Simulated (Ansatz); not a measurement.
**Several settings converged on LaOF (P4/nmm, 6 atoms in the cell)**

```xyz
6
Lattice="4.0896 0.0000 0.0000 0.0000 4.0896 0.0000 0.0000 0.0000 5.8430" Properties=species:S:1:pos:R:3 pbc="T T T"
La     2.0448     0.0000     4.1819
La     0.0000     2.0448     1.6611
O      0.0000     0.0000     2.9215
O      2.0448     2.0448     2.9215
F      2.0448     2.0448     0.0000
F      0.0000     0.0000     0.0000
```

Base method: LDA (PW92), default PAW files made with PBE (plane waves; Ansatz, a first-principles code).

Base settings: basis.ecutwfc = 420 eV; kpoints.mp_grid.grid = 6 6 4; hamiltonian.xc = lda; hamiltonian.pseudopotentials = {kind: paw} (the program's default PAW files); scf.occupations.method = fermi_dirac; scf.occupations.width = 0.05 eV.

Core times come from one kind of shared machine, to one figure; runs under 30 s give none.

**Zone-centre phonons against the cutoff**

In this ladder: scf.occupations.method = fixed; scf.occupations.width = default; phonons.method = dfpt; phonons.dielectric = true; phonons.rigid_motions = translations.

The mesh stays at the base's, so the ladder's end is converged at best in this setting alone.

Frequencies are those of the unrelaxed cell, without the LO-TO term of polar crystals.

Only quantities that move along the ladder and can be compared are tabulated.

ε∞ and Born charges come from denser meshes that the program picks itself.

| basis.ecutwfc | highest zone-centre frequency (cm⁻¹) | lowest optical frequency (cm⁻¹) | largest Born charge (mean of the diagonal) (e) | mean ε∞ | core time / last (rough) |
|---|---|---|---|---|---|
| 210 eV | 458.2 | 22.6 | 3.962 | 3.658 | 0.3 |
| 295 eV | 456.8 | 117.7 | 3.931 | 3.619 | 0.4 |
| 420 eV | 465.1 | 112.3 | 3.942 | 3.620 | 0.8 |
| 505 eV | 465.0 | 112.3 | 3.943 | 3.621 | 1 |

Coarsest basis.ecutwfc that holds the lowest optical frequency within 1 cm⁻¹ of the last step, with all finer ones: 420 eV; the step before is off by 5.3 cm⁻¹.

Coarsest basis.ecutwfc that holds the mean ε∞ within 0.02 of the last step, with all finer ones: 295 eV, at about 0.4 of the last step's time; the step before is off by 0.037.

Coarsest basis.ecutwfc that holds the highest zone-centre frequency within 2 cm⁻¹ of the last step, with all finer ones: 420 eV; the step before is off by 8.3 cm⁻¹.

**Zone-centre phonons against the mesh**

In this ladder: scf.occupations.method = fixed; scf.occupations.width = default; phonons.method = dfpt; phonons.dielectric = true; phonons.rigid_motions = translations.

Frequencies are those of the unrelaxed cell, without the LO-TO term of polar crystals.

Only quantities that move along the ladder and can be compared are tabulated.

```csv
kpoints.mp_grid.grid,highest zone-centre frequency (cm⁻¹),lowest optical frequency (cm⁻¹),core time / last (rough)
2 2 2,456.3,109.5,0.1
4 4 3,465.1,112.3,0.2
6 6 5,465.1,112.3,0.5
8 8 6,465.1,112.3,1
```

Coarsest kpoints.mp_grid.grid that holds the highest zone-centre frequency within 1 cm⁻¹ of the last step, with all finer ones: 4 4 3, at about 0.2 of the last step's time; the step before is off by 8.9 cm⁻¹.

Coarsest kpoints.mp_grid.grid that holds the lowest optical frequency within 2 cm⁻¹ of the last step, with all finer ones: 4 4 3, at about 0.2 of the last step's time; the step before is off by 2.8 cm⁻¹.

On the base run: the starting cell comes from a database of computed structures (which also holds hypothetical and non-ambient phases and stackings), without a prior relaxation at this level. Its lattice was rescaled by up to half a per cent. In the base run, with a pressure of about -8 GPa the cell is away from its equilibrium volume at this level.

Keys are those of Ansatz 0.2.
